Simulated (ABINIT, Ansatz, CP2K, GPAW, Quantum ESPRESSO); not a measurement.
# Lu₂Ga₃Cu (P3m1, 6 atoms in the cell) computed with different codes at matched settings

Self-consistent single point.

```
CELL_PARAMETERS angstrom
      4.28198     0.00000     0.00000
     -2.14099     3.70830     0.00000
      0.00000     0.00000     6.97997
ATOMIC_POSITIONS crystal
  Lu 0.66667 0.33333 0.73018
  Lu 0.66667 0.33333 0.26153
  Ga 0.00000 0.00000 0.47569
  Ga 0.00000 0.00000 0.04673
  Ga 0.33333 0.66667 0.94715
  Cu 0.33333 0.66667 0.53871
```

All programs got the same cell, k-point mesh and kind of occupations (in Ansatz's words: kpoints.mp_grid.grid = 6 6 3; scf.occupations.method = gaussian; scf.occupations.width = 0.136 eV); potentials, basis and cutoffs are each program's usual ones.

| code | model | pressure (GPa) | largest force (eV/Å) | k-points | cutoff |
|---|---|---|---|---|---|
| CP2K | LDA (Pade form), GPW, DZVP-MOLOPT-SR-GTH basis, GTH-PADE potentials (GTH_POTENTIALS) | -4.99 | 0.063 | 56 | grid 600 Ry |
| GPAW | LDA (Perdew-Wang 92), GPAW PAW datasets LDA (gpaw-data 1.0.1) | -4.52 | 0.090 | 17 | 800 eV |
| ABINIT | LDA (PW92), PAW (JTH v2.0 LDA PAW) | -5.16 | 0.108 | 17 | 30 Ha |
| Quantum ESPRESSO | LDA (PZ), PSlibrary PAW (LDA) pseudopotentials | -5.72 | 0.079 | 17 | 70 Ry |
| Ansatz | LDA (PW92), PAW files made with PBE | -5.15 | 0.088 | 17 | default |

Size of the force on each atom (eV/Å): Sizes of forces hide their directions.

```json
[
 {"code": "CP2K", "Lu1": "0.020", "Lu2": "0.024", "Ga3": "0.063", "Ga4": "0.009", "Ga5": "0.030", "Cu6": "0.014"},
 {"code": "GPAW", "Lu1": "0.011", "Lu2": "0.042", "Ga3": "0.090", "Ga4": "0.003", "Ga5": "0.036", "Cu6": "0.005"},
 {"code": "ABINIT", "Lu1": "0.004", "Lu2": "0.034", "Ga3": "0.108", "Ga4": "0.034", "Ga5": "0.005", "Cu6": "0.032"},
 {"code": "Quantum ESPRESSO", "Lu1": "0.079", "Lu2": "0.013", "Ga3": "0.062", "Ga4": "0.027", "Ga5": "0.054", "Cu6": "0.031"},
 {"code": "Ansatz", "Lu1": "0.033", "Lu2": "0.020", "Ga3": "0.088", "Ga4": "0.015", "Ga5": "0.015", "Cu6": "0.005"}
]
```

The spread over the programs that give each value: pressure within 1.20 GPa; largest force within 0.045 eV/Å.

The starting cell comes from a database of computed structures (which also holds hypothetical and non-ambient phases and stackings), without a prior relaxation at this level. On Ansatz's run: Spin-orbit coupling is off. Spin polarisation is off. In the base run, with a pressure of about -5 GPa the cell is away from its equilibrium volume at this level.

Question: Why do the programs differ, and what cannot be compared?

Answer: Differences of this kind can come from the potentials, where these differ, and from what each basis and cutoff leave unconverged. The valence holds different numbers of electrons (CP2K 100, GPAW 70, ABINIT 108, Quantum ESPRESSO 72, Ansatz (an electronic-structure program) 108). The zero of total energies and Fermi levels follows the potentials and each program's conventions, so they are not compared here. CP2K uses small atom-centred bases, whose incompleteness enters pressures, forces and empty levels differently from a plane-wave cutoff. Ansatz's pressure is given at a fixed set of plane waves, as the other plane-wave codes print theirs; with its correction for the finite basis it is -5.10 GPa. The same LDA comes in different parametrisations, which differ slightly. The programs reduce the same mesh by symmetry to different extents, which changes the work and not the result.

Left out of this page: Elk and FLEUR (not drawn, or without a comparable value).

Keys are those of Ansatz 0.2.
